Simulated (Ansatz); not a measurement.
For HfSi (model structure, started from the NiAs type, P6₃/mmc, No. 194, 4 atoms in the cell), PBE in Ansatz (plane waves, PAW) gives:

* **equilibrium lattice constant a**: 3.739 Å
* **c axis length**: 6.650 Å

Task: What does PBE-D3(BJ) (plane waves, PAW; Ansatz, a first-principles code) give for the same quantities?

Result: 
- lattice constant a: 3.687 Å (decreases by 1.4 %)
- lattice parameter c: 6.632 Å (decreases by 0.3 %)

Changes are worked out from the printed values.

Unless a cell is named, each level is at its own relaxed cell (PBE 20.13, PBE-D3(BJ) 19.52 Å³/atom).

Levels without +SOC leave out spin–orbit coupling, which shifts energies and cells of such heavy elements.

Ansatz's density-functional and Hartree–Fock values are scalar-relativistic unless marked +SOC, with PAW data made under PBE.

A model structure was made by putting elements into a prototype or built by hand; it is no filed structure, need not be a known phase, and can be a saddle point held by its symmetry.
